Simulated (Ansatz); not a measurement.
The structure below was relaxed with r2SCAN, PAW, 500 eV (Ansatz, a first-principles code; spin-orbit coupling left out), at pressure 4.2 GPa.

Space group Fm-3m (No. 225); a = b = c = 5.4183 Å, α = β = γ = 90.00°

```tsv
atom	site	symmetry	x	y	z
Cl	4a	m-3m	0.0000	0.0000	0.0000
Ag	4b	m-3m	0.5000	0.5000	0.5000
```

Task: Write out a cell with all atoms.

Result: 
```cif
data_Ag4Cl4
_chemical_formula_sum 'Cl4 Ag4'
_space_group_name_H-M_alt 'P 1'
_space_group_IT_number 1
_cell_length_a 5.41830
_cell_length_b 5.41830
_cell_length_c 5.41830
_cell_angle_alpha 90.000
_cell_angle_beta 90.000
_cell_angle_gamma 90.000
loop_
_space_group_symop_operation_xyz
  'x, y, z'
loop_
_atom_site_label
_atom_site_type_symbol
_atom_site_fract_x
_atom_site_fract_y
_atom_site_fract_z
_atom_site_occupancy
Cl1 Cl 0.00000 0.00000 0.00000 1
Ag1 Ag 0.50000 0.00000 0.00000 1
Cl2 Cl 0.00000 0.50000 0.50000 1
Ag2 Ag 0.50000 0.50000 0.50000 1
Cl3 Cl 0.50000 0.00000 0.50000 1
Ag3 Ag 0.00000 0.00000 0.50000 1
Cl4 Cl 0.50000 0.50000 0.00000 1
Ag4 Ag 0.00000 0.50000 0.00000 1
```
This is the conventional cell.

Load acts through the strain it causes; cell and atoms are relaxed under it. Whether these cells are dynamically stable was not tested. The cell was made from AgCl in the rock salt structure (space group Fm-3m, No. 225) by this change: pressure 4.2 GPa.
